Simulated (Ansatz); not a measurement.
Given:

```
GaN
1.0
    3.18893     0.00000     0.00000
   -1.59447     2.76169     0.00000
    0.00000     0.00000     5.19236
Ga N
2 2
Direct
  0.66667   0.33333   0.49908
  0.33333   0.66667   0.99908
  0.66667   0.33333   0.87592
  0.33333   0.66667   0.37592
```

Space group of this cell: P6_3mc, wurtzite. The cell is taken as given; by r2SCAN its mean pressure is -1.0 GPa.

The current runs along the normal of the first two printed vectors, the (001) plane. All runs by Ansatz (an electronic-structure program), plane waves and PAW, without spin-orbit coupling; the base is r2SCAN.

| run | mean pressure (GPa) | gap (eV) | mid-gap κ (1/Å) |
|---|---|---|---|
| base | -1.0 | 2.31 | 0.155 |
| all lengths scaled by 0.98 | 12.3 | … | … |
| all lengths scaled by 1.02 | -11.1 | 1.90 | 0.131 |
| lengths across the current scaled by 0.98, ions clamped | 7.6 | 2.53 | 0.166 |
| lengths across the current scaled by 1.02, ions clamped | -7.9 | … | … |
| lengths along the current scaled by 0.97, ions clamped | 5.5 | 2.53 | 0.173 |
| lengths along the current scaled by 1.03, ions clamped | -6.1 | … | … |

Some entries are withheld; supply them.


- all lengths scaled by 0.98, gap (eV): 2.74
- all lengths scaled by 0.98, mid-gap κ (1/Å): 0.179
- lengths across the current scaled by 1.02, ions clamped, gap (eV): 2.05
- lengths across the current scaled by 1.02, ions clamped, mid-gap κ (1/Å): 0.142
- lengths along the current scaled by 1.03, ions clamped, gap (eV): 2.02
- lengths along the current scaled by 1.03, ions clamped, mid-gap κ (1/Å): 0.137
